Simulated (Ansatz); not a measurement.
Seebeck coefficient (μV/K, mean over directions) of n-type BN (F-43m) against carrier density, r2SCAN, rigid bands in Ansatz (a program for electronic structure). Computed gap 5.01 eV; densities at which minority carriers matter at this gap, or further valleys turn the trend, are left out. Conductivity mass 0.38 mₑ (harmonic mean over directions), N_c = 2.1e19 cm⁻³ at 300 K.

| electron density | 300 K | 500 K |
|---|---|---|
| 1e16 cm⁻³ | -873 | -939 |
| 1e17 cm⁻³ | -674 | -741 |
| 1e18 cm⁻³ | -476 | [?] |
| 3e18 cm⁻³ | -382 | -448 |
| 1e19 cm⁻³ | -281 | -346 |
| 3e19 cm⁻³ | -194 | -254 |
| 1e20 cm⁻³ | [?] | -162 |
| 3e20 cm⁻³ | -58 | -93 |
| 1e21 cm⁻³ | -27 | -45 |

Task: Complete the blanks.

Result: 
- 1e18 cm⁻³, 500 K: -543
- 1e20 cm⁻³, 300 K: -111

Rigid bands with a gap fixed in temperature, one relaxation time for all states, no polarons or phonon drag, and whether or not such doping can be reached. Spin-orbit coupling is left out. Geometry: cell and atoms relaxed with PBEsol.
